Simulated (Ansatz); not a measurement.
A self-consistent single point of Y2Zr8O19 (P-4m2, 29 atoms in the cell) with Ansatz (a first-principles code).

Method: PBEsol, harder PAW files (source: ansatz) made with PBE (plane waves; Ansatz).

```
CELL_PARAMETERS angstrom
      3.64662     0.00000     0.00000
      0.00000     3.64662     0.00000
      0.00000     0.00000    25.74810
ATOMIC_POSITIONS crystal
  Y  0.50000 0.00000 0.44348
  Y  0.00000 0.50000 0.55652
  Zr 0.50000 0.00000 0.65283
  Zr 0.00000 0.50000 0.34717
  Zr 0.00000 0.50000 0.75195
  Zr 0.50000 0.00000 0.24805
  Zr 0.50000 0.00000 0.85106
  Zr 0.00000 0.50000 0.14894
  Zr 0.00000 0.50000 0.95029
  Zr 0.50000 0.00000 0.04971
  O  0.00000 0.00000 0.00000
  O  0.50000 0.50000 0.10176
  O  0.50000 0.50000 0.89824
  O  0.00000 0.00000 0.19467
  O  0.00000 0.00000 0.80533
  O  0.50000 0.50000 0.30288
  O  0.50000 0.50000 0.69712
  O  0.00000 0.00000 0.39084
  O  0.00000 0.00000 0.60916
  O  0.00000 0.00000 0.50000
  O  0.50000 0.50000 0.59770
  O  0.50000 0.50000 0.40230
  O  0.00000 0.00000 0.70739
  O  0.00000 0.00000 0.29261
  O  0.50000 0.50000 0.79736
  O  0.50000 0.50000 0.20264
  O  0.00000 0.00000 0.90274
  O  0.00000 0.00000 0.09726
  O  0.50000 0.50000 0.00000
```

Reference input (self-consistent single point, DFT, PBEsol, plane waves, default PAW files made with PBE): basis.ecutwfc = 420 eV; kpoints.mp_grid.grid = 7 7 1; hamiltonian.xc = pbesol; hamiltonian.pseudopotentials = {kind: paw} (the program's default PAW files); scf.occupations.method = gaussian; scf.occupations.width = 0.01 eV. This run's input differs from it in these lines:

Ansatz 0.2 input:
```diff
@@ -35,4 +35,2 @@
     - { symbol: O, position_ang: [1.823310, 1.823310, 0.000000] }
-basis:
-  ecutwfc: 420.0
 kpoints:
@@ -44,2 +42,3 @@
     kind: paw
+    source: ansatz
 scf:
```

Log, with long lists cut:

```
SCF iter   1: F=—  HF=-51335.050249 eV  |F-HF|=—  |Δ(HF+E_count)|=         —  Δρ=5.13e-2  dr2=8.97e0  ethr=3.10e-3  ⟨swp⟩=6.0  Hψ=5272  notcnv=0  defer=108
all-band conjugate gradients solve this SCF's bands
preconditioner: auto → Resta (q_TF=auto, 2.557 Å⁻¹)
SCF iter   2: F=—  HF=-51333.596472 eV  |F-HF|=—  |Δ(HF+E_count)|=    1.45e0  Δρ=3.14e-2  dr2=2.79e0  ethr=3.10e-3  ⟨swp⟩=3.9  Hψ=2565  notcnv=0  defer=223
   [... lines left out ...]
SCF iter   8: F=—  HF=-51333.143651 eV  |F-HF|=—  |Δ(HF+E_count)|=   5.83e-4  Δρ=7.54e-5  dr2=1.58e-5  ethr=3.78e-8  ⟨swp⟩=2.0  Hψ=2140  notcnv=0  defer=224
SCF iter   9: F=—  HF=-51333.143652 eV  |F-HF|=—  |Δ(HF+E_count)|=   7.74e-7  Δρ=2.14e-5  dr2=1.31e-6  ethr=6.81e-9  ⟨swp⟩=2.0  Hψ=1978  notcnv=0  defer=224
SCF iter  10: F=—  HF=-51333.143653 eV  |F-HF|=—  |Δ(HF+E_count)|=   7.15e-7  Δρ=5.51e-6  dr2=1.38e-7  ethr=5.65e-10  ⟨swp⟩=2.0  Hψ=2046  notcnv=0  defer=224
SCF iter  11: F=-51333.143653 eV  HF=-51333.143653 eV  |F-HF|=2.42e-8  |Δ(HF+E_count)|=   8.15e-8  Δρ=3.89e-6  dr2=4.72e-8  ethr=4.31e-11  ⟨swp⟩=16.1  Hψ=8056  notcnv=0
SCF 1 converged in 11 iterations: F = -51333.143653 eV  dr2 = 4.72e-8
Free energy (F): -51333.143653 eV
Internal energy: -51333.143653 eV  (E = F + TS)
E sigma→0 (E₀):  -51333.143653 eV
Fermi energy:    12.225900 eV
--- Forces (eV/Å), atoms counted from 1 ---
  atom   1  Y      0.00000000    -0.00000000    -0.56454744
  atom   2  Y      0.00000000     0.00000000     0.56454744
  atom   3  Zr    -0.00000000     0.00000000     0.05231561
  atom   4  Zr    -0.00000000     0.00000000    -0.05231561
  atom   5  Zr     0.00000000     0.00000000    -0.00102359
   [... 20 lines left out ...]
  atom  26  O     -0.00000000    -0.00000000     0.07633066
  atom  27  O      0.00000000     0.00000000     0.14307586
  atom  28  O      0.00000000     0.00000000    -0.14307586
  atom  29  O     -0.00000000    -0.00000000     0.00000000
--- Stress (GPa, compression-positive) ---
       -6.707355       0.000000       0.000000
        0.000000      -6.707355       0.000000
        0.000000       0.000000      -3.619454
  P = ⅓ Tr σ = -5.6781 GPa (-56.781 kbar)
  The stress holds the Pulay correction. Without it, at fixed plane waves, as pw.x and ABINIT print it: P = -5.6831 GPa
```

The run converged in 11 iterations. Against the reference run the pressure moves little (-5.69 to -5.68 GPa), the largest force moves little (0.567 to 0.565 eV/Å) and the gap on the mesh stays at 2.261 eV. The full log also holds: “WARN basis.ecutwfc = 930 eV, the default”.

The starting cell comes from a database of computed structures (which also holds hypothetical and non-ambient phases and stackings), without a prior relaxation at this level. With a pressure of about -6 GPa the cell is away from its equilibrium volume at this level. Ansatz's pressure includes its estimate of the finite-basis (Pulay) stress.

Cost on one core of a shared machine: roughly 2 min.
